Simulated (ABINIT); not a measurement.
A self-consistent single point of ScV₂Ga₄ (I4/mmm, 7 atoms in the cell) with ABINIT.

Level of theory: LDA (PW92), norm-conserving pseudopotentials (PseudoDojo nc-sr-04 LDA standard) (plane waves; ABINIT).

The change in words: lattice scaled by 0.98. Reference geometry:
```
Sc(VGa2)2
1.0
   -3.22716     3.22716     2.57442
    3.22716    -3.22716     2.57442
    3.22716     3.22716    -2.57442
Sc V Ga
1 2 4
Direct
  0.00000   0.00000   0.00000
  0.75000   0.25000   0.50000
  0.25000   0.75000   0.50000
  0.30087   0.30087   0.60174
  0.69913   0.69913   0.39826
  0.30087   0.69913   0.00000
  0.69913   0.30087   0.00000
```

Reference input (self-consistent single point, DFT, LDA (PW92), plane waves, norm-conserving pseudopotentials (PseudoDojo nc-sr-04 LDA standard)): pseudos = [Sc.upf, V.upf, Ga.upf]; ecut = 42 Ha; occopt = 7; tsmear = 0.00183747 Ha; ngkpt = 5 5 5; nshiftk = 1; shiftk = 0 0 0; potentials = PseudoDojo nc-sr-04 LDA standard; nband = 57; kptopt = 1; nstep = 50; tolvrs = 1e-11. This run's input differs from it in these lines:

```diff
@@ -3,7 +3,7 @@
 pseudos "Sc.upf, V.upf, Ga.upf"
-acell 9.9020207222 9.9020207222 9.9020207222
+acell 9.7039812846 9.7039812846 9.7039812846
 rprim
-        -0.6158801501    0.6158801501    0.4913077257
-         0.6158801501   -0.6158801501    0.4913077257
-         0.6158801501    0.6158801501   -0.4913077257
+        -0.6158801466    0.6158801466    0.4913077347
+         0.6158801466   -0.6158801466    0.4913077347
+         0.6158801466    0.6158801466   -0.4913077347
 natom 7
```

The program printed (abridged):

```
--- !BeginCycle
solver: {iscf: 7, nstep: 50, nline: 4, wfoptalg: 0, }
tolerances: {tolvrs: 1.00E-11, }
...

     iter   Etot(hartree)      deltaE(h)  residm     vres2
 ETOT  1  -497.16594816118    -4.972E+02 3.293E-01 4.485E+03
 ETOT  2  -500.42671489614    -3.261E+00 4.884E-02 1.008E+04
 ETOT  3  -500.92649022104    -4.998E-01 8.288E-02 5.542E+03
 ETOT  4  -501.41169088554    -4.852E-01 1.952E-02 6.065E+02
 ETOT  5  -501.46191806605    -5.023E-02 1.503E-02 4.514E+01
   [... 7 lines left out ...]
 ETOT 13  -501.46862004186    -1.617E-10 7.606E-04 4.157E-09
 ETOT 14  -501.46862004185     1.364E-11 3.123E-04 2.105E-09
 ETOT 15  -501.46862004186    -1.501E-11 1.219E-03 3.096E-11
 ETOT 16  -501.46862004183     2.791E-11 4.529E-04 4.552E-12
 At SCF step   16       vres2   =  4.55E-12 < tolvrs=  1.00E-11 =>converged.

 Cartesian components of stress tensor (hartree/bohr^3)
  sigma(1 1)= -3.75111528E-05  sigma(3 2)=  0.00000000E+00
  sigma(2 2)= -3.75111528E-05  sigma(3 1)=  0.00000000E+00
  sigma(3 3)= -5.77861541E-05  sigma(2 1)=  0.00000000E+00

 ----iterations are completed or convergence reached----

 reduced coordinates (array xred) for    7 atoms
       0.000000000000      0.000000000000      0.000000000000
       0.750000000000      0.250000000000      0.500000000000
       0.250000000000      0.750000000000      0.500000000000
       0.300870000000      0.300870000000      0.601740000000
       0.699130000000      0.699130000000      0.398260000000
       0.300870000000      0.699130000000      0.000000000000
   [... lines left out ...]
 Fermi (or HOMO) energy (hartree) =   0.34522   Average Vxc (hartree)=  -0.47143
   [... lines left out ...]
total_energy        : -5.01468620041835E+02
total_energy_eV     : -1.36456551137029E+04
band_energy         : -2.93527393390566E+01
...

-Cartesian components of stress tensor (GPa)         [Pressure=  1.3025E+00 GPa]
- sigma(1 1)= -1.10361603E+00  sigma(3 2)=  0.00000000E+00
- sigma(2 2)= -1.10361603E+00  sigma(3 1)=  0.00000000E+00
- sigma(3 3)= -1.70012706E+00  sigma(2 1)=  0.00000000E+00

 Calculation completed.
```

The run converged in 16 iterations. Against the reference run the free energy goes down by 16.2 meV/atom, the pressure goes from -6.64 to 1.30 GPa and the largest force goes from 0.089 to 0.040 eV/Å.

The starting cell comes from a database of computed structures (which also holds hypothetical and non-ambient phases and stackings), without a prior relaxation at this level. For this run, on top of that: lattice scaled by 0.98. Spin polarisation is off.

Cost on one core of a shared machine: roughly 8 min.
